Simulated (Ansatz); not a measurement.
An Ansatz (a first-principles code) run: Cu with a change (biaxial strain +1.00 %, plane normal [001], relaxed out of plane); r2SCAN (Ansatz, PAW, without spin-orbit coupling).

Input:

Ansatz 0.2 input:
```yaml
crystal:
  lattice:
    - [2.5544388655, 0, 0]
    - [0, 2.5544388655, 0]
    - [1.2772194327, -1.2772194327, 1.7794353848]
  atoms:
    - { symbol: Cu, position: [0, 0, 0] }
basis: { ecutwfc: 500, ecutrho_ratio: 4, xc_grid: 4, fft_grid_basis: typed }
kpoints: { mp_grid: { grid: [32, 32, 32] } }
hamiltonian:
  xc: r2scan
  dispersion: none
  pseudopotentials: { kind: paw }
scf: { occupations: { method: fermi_dirac, width: 0.1 } }
relax: { f_tol: 0.005, max_steps: 50, cell: { stress_tol: 0.01, fix: [a, b, gamma] } }
output: { forces: true, stress: true }
checkpoint: { write: state.ck, write_every: 1000 }
```

Output (explanatory and most iteration lines left out):

```
Relaxation: its limit of steps is 50 (relax.max_steps)
Pseudopotential: Cu, paw, valence charge 19
Crystal: 1 atoms, lattice volume = 11.611 Å³
Basis set: ecut = 500 eV, 299 PW (Γ), exchange–correlation on 80×80×80 points (64 copies of the dense FFT grid, shifted against one another)
Bands: 14, of which v1, the nominal top of the filled ones, is band 10 counted from 1 (9 counted from 0)
Symmetry: 16 space group operations
Space group: I4/mmm (ITA 139), of the structure as read, at distance tolerance 2.3e-5 Å
k-points: 2393 of 32768
Functional: x = r2scan, c = r2scan; τ floored in thin density (d = 2e-4 eV/Å³)
SCF iter   1: F=—  HF=-6631.259474 eV  |F-HF|=—  |Δ(HF+E_count)|=         —  Δρ=4.01e-2  dr2=1.02e-1  dr2_τ=7.93e-4  ethr=1.77e-3  ⟨swp⟩=5.2  Hψ=166942  notcnv=0
SCF iter   2: F=—  HF=-6631.271407 eV  |F-HF|=—  |Δ(HF+E_count)|=   1.19e-2  Δρ=3.95e-2  dr2=9.77e-2  dr2_τ=1.09e-3  ethr=5.37e-4  ⟨swp⟩=2.6  Hψ=77884  notcnv=0  defer=397
SCF 1 converged in 6 iterations: F = -6631.241035 eV  dr2 = 8.89e-8
relax step   1: F+E_penalty+E_count = -6631.24103550 eV  Δ(F+E_penalty+E_count) = +0.000e0 eV  max|allowed force component| = 0.000e0 eV/Å  Δτ_max = 0.0000 Å  P = -2.335 GPa  Ω = 11.611 Å³  fix = [a, b, gamma]  reactions: a -2.599, b -2.599 GPa  (6 SCF iters, dr2 threshold 1.00e-7 eV, accepted)
[... steps on the carried basis left out ...]
relax step   6: F+E_penalty+E_count = -6631.24166045 eV  Δ(F+E_penalty+E_count) = -3.919e-7 eV  max|allowed force component| = 0.000e0 eV/Å  Δτ_max = 0.0000 Å  P = -0.847 GPa  Ω = 11.501 Å³  energy of the carried Pulay correction = +3.625e-7 eV  fix = [a, b, gamma]  reactions: a -1.270, b -1.270 GPa  (4 SCF iters, dr2 threshold 4.01e-10 eV, accepted)
Crystal: 1 atoms, lattice volume = 11.501 Å³
SCF iter   1: F=—  HF=-6631.241660 eV  |F-HF|=—  |Δ(HF+E_count)|=         —  Δρ=9.22e-7  dr2=6.65e-11  dr2_τ=3.70e-12  ethr=5.78e-11  ⟨swp⟩=4.1  Hψ=292674  notcnv=0
SCF iter   2: F=—  HF=-6631.241660 eV  |F-HF|=—  |Δ(HF+E_count)|=  3.18e-11  Δρ=8.52e-7  dr2=3.16e-11  dr2_τ=6.30e-13  ethr=3.50e-13 (applied; sched 1.00e-12)  ⟨swp⟩=2.1  Hψ=49893  notcnv=0
SCF 7 converged in 5 iterations: F = -6631.241660 eV  dr2 = 1.35e-14
SCF converged after 5 iterations
Free energy (F): -6631.241660 eV
Internal energy: -6631.232400 eV  (E = F + TS)
E sigma→0 (E₀):  -6631.237030 eV
Entropy (-TS):   -0.009260 eV (-9.260 meV/atom)
Fermi energy:    17.159665 eV
--- Forces (eV/Å), atoms counted from 1 ---
  atom   1  Cu    -0.00000000     0.00000000     0.00000000
--- Stress (GPa, compression-positive) ---
       -1.270081      -0.000000      -0.000000
       -0.000000      -1.270081       0.000000
       -0.000000       0.000000      -0.001279
  P = ⅓ Tr σ = -0.8471 GPa (-8.471 kbar)
--- Relaxed structure (5 steps of the walk, 5 accepted, 2 SCFs on fresh bases) ---
  cell:  # Å, volume = 11.5011 Å³
    - [2.5544388655, 2.521072702939742e-22, 3.5888303558699713e-11]
    - [2.521072727928433e-22, 2.5544388655, -3.5888303736562926e-11]
    - [1.2772194327252369, -1.2772194327252369, 1.7625717529016764]
  atoms:
    - { symbol: Cu, position: [0.0, 0.0, 0.0] }
```

No phonon test of stability was made. All final runs are without spin polarisation. The cell was made from Cu in the fcc (Cu type) structure (space group Fm-3m, No. 225) by this change: biaxial strain +1.00 %, plane normal [001], relaxed out of plane.
